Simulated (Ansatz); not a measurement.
# C on the Si site (3C silicon carbide host)

Calculation: PBE, PAW (plane waves to 420 eV; Ansatz, an electronic-structure program). A 2×2×2 supercell of 64 sites was used; the energies come from a 2×2×2 shifted sampling of its zone. Site at the start: the Si site. Charged cells carry a point-charge image correction with potential alignment at far atoms. Dielectric constants: PBE linear response of the host. Host gap at this level: 1.37 eV. A cell of this size leaves errors of a few tenths of an eV. PBE underestimates the host's gap, which shifts levels and can delocalise carriers. Spin–orbit coupling is left out. Each state is the lowest found from its start.

Formation energies E_f are given with the Fermi level at the valence-band maximum. Chemical conditions: C-rich (Δμ(C) = 0.00 eV, Δμ(Si) = -0.41 eV; only phases computed here count, gases as isolated molecules at 0 K); Si-rich (Δμ(C) = -0.41 eV, Δμ(Si) = 0.00 eV; only phases computed here count, gases as isolated molecules at 0 K). Reference phases: C: graphite, Si: silicon.

```csv
charge,moment (μB),largest move off a lattice site (Å),image correction with alignment (eV),"E_f, C-rich (eV)","E_f, Si-rich (eV)"
+1*,fractional,0.22,–,–,–
0,not spin-polarised,0.21,0.00,3.24,4.05
−1*,1.0,0.22,–,–,–
```

* At this level the carrier isn't localised at the defect: at charge +1 holes occupy the valence band; at charge −1 electrons occupy the conduction band. Such a state is shallow or no state of the defect, and this cell gives it no level.

Flagged in the runs: a doubtful potential alignment.
